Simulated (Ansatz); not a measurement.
Results of LDA (Ansatz, a quantum-chemistry and plane-wave program, plane waves, PAW) for Ta₂C (model structure, started from the Cu2Sb type, P4/nmm, No. 129, 6 atoms in the cell).

Numerical settings: plane-wave cutoff 520 eV, 14×14×10 k mesh (along the axes of the cell as run), Fermi–Dirac smearing 0.05 eV, scalar-relativistic PAW data made under PBE.

Cell (relaxed at this level):

```
CELL_PARAMETERS angstrom
      3.46063     0.00000     0.00000
      0.00000     3.46063     0.00000
      0.00000     0.00000     6.42889
ATOMIC_POSITIONS crystal
  Ta 0.00000 0.00000 0.00000
  Ta 0.50000 0.50000 0.00000
  Ta 0.50000 0.00000 0.36736
  Ta 0.00000 0.50000 0.63264
  C  0.50000 0.00000 0.72485
  C  0.00000 0.50000 0.27515
```

Task: Estimate the bulk modulus that the calculation returns.

Result: 
* **bulk modulus**: 283 GPa

The run finds no gap.

Note: the bulk modulus is −V dP/dV from two relaxed cells at ±2 % in volume; the relaxation could raise the start's symmetry but not lower it, so the cell can be a saddle point.

Spin–orbit coupling is not included; it can open a gap where bands touch, and shift volumes and moduli.

The computed numbers hold no vibrational or temperature effects.

It cost roughly 11 core-minutes of CPU time.

A model structure was made by putting elements into a prototype or built by hand; it is no filed structure, need not be a known phase, and can be a saddle point held by its symmetry.
